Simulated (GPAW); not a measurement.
**GPAW run on TaAs (I4_1md, 4 atoms in the cell): self-consistent single point**

Method of the run: PBE, GPAW PAW datasets PBE (gpaw-data 1.0.1) (plane waves; GPAW 25.7.0).

Input as run:

```python
from ase import Atoms
from ase.units import GPa
from gpaw import GPAW

atoms = Atoms(['Ta', 'Ta', 'As', 'As'],
              cell=[[-1.695988, 1.695988, 5.779921],
                    [1.695988, -1.695988, 5.779921],
                    [1.695988, 1.695988, -5.779921]],
              scaled_positions=[[0.499970, 0.999970, 0.500000],
                                [0.749970, 0.749970, 0.000000],
                                [0.082630, 0.582630, 0.500000],
                                [0.332630, 0.332630, 0.000000]],
              pbc=True)

calc = GPAW(mode={'name': 'pw', 'ecut': 550},
            xc='PBE',
            kpts={'size': (8, 8, 8), 'gamma': True},
            occupations={'name': 'methfessel-paxton', 'width': 0.1, 'order': 0},
            nbands=-8,
            convergence={'density': 1e-05, 'energy': 1e-05},
            symmetry={'symmorphic': False, 'tolerance': 0.0005},
            maxiter=100)

atoms.calc = calc

energy = atoms.get_potential_energy()
print('Energy (eV):', round(energy, 6))
forces = atoms.get_forces()
print('Forces (eV/Ang):')
print(forces.round(5))
stress = atoms.get_stress()
print('Stress (GPa, Voigt):', (stress / GPa).round(4))
```

Output (repeated stretches shortened):

```
Input parameters:
  convergence: {density: 1e-05,
                energy: 1e-05}
  kpts: {gamma: True,
         size: (8, 8, 8)}
  maxiter: 100
  mode: {ecut: 550,
         name: pw}
  nbands: -8
  occupations: {name: methfessel-paxton,
                order: 0,
                width: 0.1}
  symmetry: {symmorphic: False,
             tolerance: 0.0005}
  xc: PBE

species:
  Ta:
    name: Tantalum
    Z: 73.0
    valence: 13
    core: 60
    charge: 0.0
    file: Ta.PBE.gz

    # Using partial waves for Ta as LCAO basis

  As:
    name: Arsenic
    Z: 33.0
    valence: 5
    core: 28
    charge: 0.0
    file: As.PBE.gz

    # Using partial waves for As as LCAO basis

Reference energy: -971350.830002  # eV

Spin-paired calculation

Convergence criteria:
 Maximum [total energy] change in last 3 cyles: 1e-05 eV / valence electron
 Maximum integral of absolute [dens]ity change: 1e-05 electrons / valence electron
 Maximum integral of absolute [eigenst]ate change: 4e-08 eV^2 / valence electron
 Maximum number of scf [iter]ations: 100

Symmetries present (total): 8
Symmetries with fractional translations: 4
512 k-points: 8 x 8 x 8 Monkhorst-Pack grid + [1/16,1/16,1/16]
59 k-points in the irreducible part of the Brillouin zone
       k-points in crystal coordinates                weights
   0:     0.00000000    0.00000000    0.00000000          1/512
   1:     0.12500000   -0.12500000    0.00000000          4/512
   2:     0.12500000   -0.12500000    0.12500000          4/512
   [... 7 lines left out ...]
          ...
  58:     0.50000000    0.50000000    0.50000000          1/512

Wave functions: Plane wave expansion
  Cutoff energy: 550.000 eV
  Number of coefficients (min, max): 1914, 1978
  Pulay-stress correction: 0.000000 eV/Ang^3 (de/decut=0.000000)

Occupation numbers: Methfessel-Paxton:
  width: 0.1000  # eV
  order: 0

Eigensolver

Densities:
  Coarse grid: 36*36*36 grid
  Fine grid: 72*72*72 grid
  Total Charge: 0.000000

Density mixing:
  Method: separate
  Backend: pulay
  Linear mixing parameter: 0.05
  old densities: 5
  Damping of long wavelength oscillations: 50

Hamiltonian:
  XC and Coulomb potentials evaluated on a 72*72*72 grid
  External potential:
    NoExternalPotential

XC parameters: PBE with 2 nearest neighbor stencil

Number of atoms: 4
Number of atomic orbitals: 34
Number of bands in calculation: 26
Number of valence electrons: 36
Bands to converge: occupied

Density initialized from atomic densities
  26 bands from LCAO basis set

Atomic positions and initial magnetic moments

Positions:
   0 Ta     1.695988    0.000000    5.779574    ( 0.0000,  0.0000,  0.0000)
   1 Ta     0.000000   -0.000000    8.669535    ( 0.0000,  0.0000,  0.0000)
   2 As     1.695988    0.000000    0.955190    ( 0.0000,  0.0000,  0.0000)
   3 As     0.000000   -0.000000    3.845150    ( 0.0000,  0.0000,  0.0000)

Unit cell:
           periodic     x           y           z      points  spacing
  1. axis:    yes   -1.695988    1.695988    5.779921    36     0.0904
  2. axis:    yes    1.695988   -1.695988    5.779921    36     0.0904
  3. axis:    yes    1.695988    1.695988   -5.779921    36     0.0666

  Lengths:   6.257814   6.257814   6.257814
  Angles:  148.550147 148.550147  45.073890

Effective grid spacing dv^(1/3) = 0.1125

     iter     time        total  log10-change:
                         energy   eigst   dens
iter:   1 --:--:--   -31.282543
iter:   2 --:--:--   -31.262896   -1.37  -1.27
iter:   3 --:--:--   -31.099255   -1.13  -1.29
iter:   4 --:--:--   -31.072794   -2.80  -1.64
iter:   5 --:--:--   -31.098334   -2.35  -1.64
iter:   6 --:--:--   -31.105439   -2.11  -2.12
iter:   7 --:--:--   -31.094979   -3.57  -2.31
iter:   8 --:--:--   -31.087001   -3.01  -2.40
iter:   9 --:--:--   -31.086992   -3.42  -3.01
iter:  10 --:--:--   -31.086941c  -4.53  -3.17
iter:  11 --:--:--   -31.087330   -4.38  -3.16
iter:  12 --:--:--   -31.086844   -4.09  -2.97
iter:  13 --:--:--   -31.086841   -5.37  -3.63
iter:  14 --:--:--   -31.086850c  -5.21  -3.68
iter:  15 --:--:--   -31.086882c  -5.52  -3.67
iter:  16 --:--:--   -31.086870c  -7.18  -3.46
iter:  17 --:--:--   -31.086843c  -5.94  -3.51
iter:  18 --:--:--   -31.086831c  -5.72  -3.70
iter:  19 --:--:--   -31.086830c  -6.00  -3.83
iter:  20 --:--:--   -31.086831c  -6.95  -3.88
iter:  21 --:--:--   -31.086831c  -7.36  -3.98
iter:  22 --:--:--   -31.086831c  -8.36c -4.03
iter:  23 --:--:--   -31.086831c  -7.85c -4.06
iter:  24 --:--:--   -31.086831c  -8.05c -4.14
iter:  25 --:--:--   -31.086830c  -7.59c -4.17
iter:  26 --:--:--   -31.086830c  -8.00c -4.29
iter:  27 --:--:--   -31.086830c  -7.69c -4.32
iter:  28 --:--:--   -31.086830c  -7.68c -4.58
iter:  29 --:--:--   -31.086830c  -9.02c -4.63
iter:  30 --:--:--   -31.086830c  -8.16c -4.73
iter:  31 --:--:--   -31.086830c  -9.62c -4.76
iter:  32 --:--:--   -31.086830c  -8.80c -4.82
iter:  33 --:--:--   -31.086830c  -9.18c -5.56c

Converged after 33 iterations.

Dipole moment: (2.589409, -2.589409, -0.042799) |e|*Ang

Energy contributions relative to reference atoms: (reference = -971350.830002)

Kinetic:        +62.247018
Potential:      -56.724615
External:        +0.000000
XC:             -36.070472
Entropy (-ST):   -0.004723
Local:           -0.536399
SIC:             +0.000000
--------------------------
Free energy:    -31.089191
Extrapolated:   -31.086830

Showing only first 2 kpts
 Kpt  Band  Eigenvalues  Occupancy
  0    16     10.17693    2.00000
  0    17     10.17693    2.00000
  0    18     12.82502    0.00000
  0    19     13.54441    0.00000

  1    16     10.53014    2.00000
  1    17     10.66515    2.00000
  1    18     12.23743    0.00000
  1    19     12.66737    0.00000

Fermi level: 11.85670

No gap
No difference between direct/indirect transitions
Energy (eV): -31.08683

Forces in eV/Ang:
  0 Ta    0.00000    0.00000    0.04957
  1 Ta    0.00000    0.00000    0.04957
  2 As    0.00000    0.00000   -0.04958
  3 As    0.00000    0.00000   -0.04958

Stress tensor:
    -0.080792     0.000000    -0.000000
     0.000000    -0.080792    -0.000000
    -0.000000    -0.000000    -0.067516
Stress (GPa, Voigt): [-12.9443 -12.9443 -10.8172  -0.      -0.       0.    ]
```

The run converged in 33 iterations. GPAW prints stress with tension positive.

The starting cell comes from a database of computed structures (which also holds hypothetical and non-ambient phases and stackings), without a prior relaxation at this level. Its lattice was rescaled by a random factor within 2.5 % of one. Spin-orbit coupling is off. Spin polarisation is off. With a pressure of about 12 GPa the cell is away from its equilibrium volume at this level.

Cost on one core of a shared machine: roughly 3 min.
